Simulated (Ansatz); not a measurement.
A computed series for hypothetical P4_2/mnm MgO: pressure series

The parent structure is MgO (space group P4_2/mnm, No. 136; a hypothetical phase, not in the database extracts checked).

MgO has the tetragonal space group P4₂/mnm (No. 136), Pearson symbol tP8. Conventional cell: a = 5.565 Å, b = 5.565 Å, c = 3.292 Å, α = 90.00°, β = 90.00°, γ = 90.00°. Mg on 4g is coordinated by 4 O at 1.971–2.016 Å. O on 4f is surrounded by 4 Mg at 1.971–2.016 Å. (Neighbours: up to the widest gap in distance over summed covalent radii, below 1.35, at either atom; cation-cation and far metal-metal contacts left out.)

Cell and atoms are relaxed at each pressure.

Method: PBE, PAW, 420 eV (Ansatz, an electronic-structure program; no SOC).

| pressure (GPa) | volume per atom (Å³/atom) |
|---|---|
| -2 | 13.001 |
| -1 | 12.871 |
| 0 | 12.746 |
| 0.3 | 12.712 |
| 1.5 | ? |
| 3 | 12.401 |
| 5 | 12.192 |
| 7.5 | 11.943 |
| 10 | 11.704 |

Task: Fit the third-order Birch–Murnaghan form P(V) = (3B₀/2)[(V₀/V)^(7/3) − (V₀/V)^(5/3)]·[1 + (3/4)(B₀′ − 4)((V₀/V)^(2/3) − 1)] (squares taken in P) to the rows shown and predict the withheld row.

Result: Least squares on the printed values gives V₀ = 12.748 Å³/atom, B₀ = 106 GPa, B₀′ = 2.5; this predicts 12.572 Å³/atom, and the run gives 12.568 Å³/atom, 0.004 lower.

Load acts through the strain it causes; cell and atoms are relaxed under it. No phonon test of stability was made. No other phases were tried under pressure.
